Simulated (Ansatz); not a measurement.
**hcp Re (1 0 0) on 3C silicon carbide (1 1 1) (film strained to the substrate, started from cuts of the bulks and a machine-learned relaxation; slabs C18Si18 and Re16, which can lie off the formulas)**

A periodic stack without vacuum, hcp Re (1 0 0) on 3C silicon carbide (1 1 1) (film strained to the substrate, started from cuts of the bulks and a machine-learned relaxation; slabs C18Si18 and Re16, which can lie off the formulas): substrate slab C18Si18, film Re16, surface cells [[1, -2], [1, 1]] and [[1, 1], [-2, 0]], film strained by -3.4 and +3.7 %, outermost planes Si/C and Re/Re as cut, which need not be the usual terminations and can put a slab off its formula.

The start was prepared with a machine-learned potential, and the result is one local minimum, with the in-plane cell held and forces under 0.04 eV/Å; the film can end far from its bulk form.

All values below come from PBE (plane waves to 420 eV, PAW; Ansatz, a first-principles code). Spin–orbit coupling is left out; the runs are not spin-polarised; PBE gaps are too small against experiment. Its k-point mesh 6×6×1, Fermi–Dirac width 0.05 eV.

- interface area: 24.9 Å²
- period: 24.85 Å
- heights between the nearest atoms of the two slabs at the two interfaces: 1.48 and 1.77 Å
- Re–Si contacts across the interfaces within 1.22 times the sum of covalent radii: 13, mean 2.80 Å
- C–Re contacts across the interfaces within 1.22 times the sum of covalent radii: 7, mean 2.37 Å
- estimate of the barrier: withheld, since the two interfaces are unlike

```
Re8C9Si9
1.0
    5.36393     0.00079    -0.07593
   -2.68204     4.64542     0.11423
   -0.80638     1.98439    24.90325
C Si Re
18 18 16
Direct
  0.97339   0.09240   0.06308
  0.63194   0.42366   0.06112
  0.29836   0.75014   0.06508
  0.96081   0.36570   0.16462
  0.63101   0.70039   0.16452
  0.29787   0.03508   0.16456
  0.95987   0.64820   0.26637
  0.62532   0.98041   0.26644
  0.29227   0.31502   0.26625
  0.95524   0.92926   0.36794
  0.62160   0.26236   0.36783
  0.28831   0.59465   0.36849
  0.94765   0.20804   0.47012
  0.62068   0.54404   0.47001
  0.28425   0.87740   0.46912
  0.95343   0.49117   0.57350
  0.60715   0.81424   0.57291
  0.28241   0.16602   0.56878
  0.98096   0.77758   0.03719
  0.62660   0.09012   0.04022
  0.29649   0.44371   0.03222
  0.96570   0.04750   0.13939
  0.63073   0.38168   0.13842
  0.29640   0.71130   0.14023
  0.95883   0.32687   0.24101
  0.62751   0.66072   0.24096
  0.29419   0.99530   0.24098
  0.95658   0.60870   0.34275
  0.62236   0.94131   0.34278
  0.28930   0.27549   0.34261
  0.95123   0.88995   0.44422
  0.61925   0.22421   0.44410
  0.28537   0.55439   0.44506
  0.93514   0.15891   0.54700
  0.62783   0.50484   0.54686
  0.28530   0.84310   0.54494
  0.27545   0.44697   0.63288
  0.20187   0.91409   0.64613
  0.72688   0.89139   0.66721
  0.76911   0.39548   0.66847
  0.24415   0.61222   0.73481
  0.27608   0.13819   0.73256
  0.74698   0.10269   0.76658
  0.75792   0.61508   0.76497
  0.25786   0.83299   0.82925
  0.24267   0.32607   0.83232
  0.73731   0.30392   0.86409
  0.75760   0.80896   0.86343
  0.24421   0.00926   0.92713
  0.25128   0.53423   0.92821
  0.70379   0.49733   0.96097
  0.79211   0.04534   0.95374
```
